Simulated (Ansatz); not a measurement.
# A computed series for Cs2AgBiBr6: pressure series

The reference is Cs2AgBiBr6 (space group Fm-3m, No. 225).

```xyz
10
Lattice="0.0000 5.6720 5.6720 5.6720 0.0000 5.6720 5.6720 5.6720 0.0000" Properties=species:S:1:pos:R:3 pbc="T T T"
Cs     2.8360     2.8360     2.8360
Cs     8.5079     8.5079     8.5079
Ag     5.6720     5.6720     5.6720
Bi     0.0000     0.0000     0.0000
Br     2.8574     5.6720     5.6720
Br     8.4865     5.6720     5.6720
Br     5.6720     2.8574     5.6720
Br     5.6720     8.4865     5.6720
Br     5.6720     5.6720     2.8574
Br     5.6720     5.6720     8.4865
```

Cell and atoms are relaxed at each pressure.

Calculations: r2SCAN/PAW in Ansatz (a first-principles code), scalar-relativistic without spin-orbit coupling, earlier PAW set.

Question: Only one of these has no band gap. Which?
(A) pressure 60 GPa
(B) pressure 18 GPa
(C) pressure 30 GPa
(D) pressure −1 GPa

Answer: A, pressure 60 GPa. Computed: pressure 18 GPa: 0.95 eV; pressure −1 GPa: 1.76 eV; pressure 30 GPa: 0.62 eV; pressure 60 GPa: zero

A case with no gap was solved on a k-mesh chosen for an insulator, which is coarse for it. Spin-orbit coupling, missing from the scalar runs, can matter with Bi. Load acts through the strain it causes; cell and atoms are relaxed under it. Stability against distortions was not tested. No other phases were tried under pressure. No Hubbard U is applied, and correlation can decide whether such a compound is a metal. The final runs are not spin-polarised. The zero or small gap of Cs2AgBiBr6 under pressure 60 GPa can change with the level of theory.
